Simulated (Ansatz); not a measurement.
The starting structures come from a database of crystals and need not be the phases stable at ambient conditions.

Tunnelling through a barrier is set by its complex band structure: the current falls as exp(−2κd) with the smallest κ.

Consider the following.

```
GaP
1.0
    3.88603     0.00000     0.00000
   -1.94302     3.36540     0.00000
    1.94301     1.12180     6.43081
Ga P
2 2
Cartesian
  0.00000   2.24360   1.96854
  3.88603   2.24360   4.46227
  1.94301   3.36540   1.10713
  1.94301   1.12180   5.32368
```

Space group of this cell: R-3m. The cell is taken as given; by LDA its mean pressure is -4.8 GPa.

Transport runs along the normal of the first two printed cell vectors, the (001) plane of the conventional cell.

The gap is the functional's own. No spin-orbit coupling. Mid-gap values are interpolated on the energy grid.

### Question
State the band gap and the smallest decay constant κ at mid-gap according to Ansatz (an electronic-structure program) with LDA.

### Answer
Gap 0.71 eV on a 10×10×10 mesh; κ = 0.079 1/Å, at the zone centre.
